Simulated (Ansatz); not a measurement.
Start from Sr3SbN in the anti-perovskite structure (space group Pm-3m, No. 221; a cell from a computed database, its experimental status unchecked).

```
Sr3SbN
1.0
    5.13149     0.00000     0.00000
    0.00000     5.13149     0.00000
    0.00000     0.00000     5.13149
Sr Sb N
3 1 1
Direct
  0.00000   0.50000   0.50000
  0.50000   0.00000   0.50000
  0.50000   0.50000   0.00000
  0.00000   0.00000   0.00000
  0.50000   0.50000   0.50000
```

Levels (all Ansatz, an electronic-structure program, PAW): PBEsol (420 eV, no spin-orbit coupling); r2SCAN (500 eV, spin-orbit coupling left out); HSE06 (420 eV, no SOC).

One geometry, relaxed with PBEsol, under each level:

| level | band gap | lowest conduction level above the VBM at special points | pressure |
|---|---|---|---|
| PBEsol | 0.18 eV | Γ 0.18 eV; X 1.44 eV; R 1.86 eV; M 2.13 eV | 0.00 GPa |
| r2SCAN | 0.51 eV | Γ 0.51 eV; X 1.75 eV; R 2.26 eV; M 2.62 eV | 1.68 GPa |
| HSE06 | … | … | – |

Question: Give the withheld HSE06 results.

Answer: 
- HSE06, band gap: 0.92 eV
- HSE06, lowest conduction level above the VBM at special points: Γ 0.92 eV; X 2.21 eV; R 2.72 eV

Single points use the geometry relaxed with PBEsol. Their cutoffs differ, which shifts pressures a little. With Sb present, leaving out spin-orbit coupling can change the band edges. Stability against distortions was not tested. The zero or small gap of Sr3SbN can change with the level of theory.
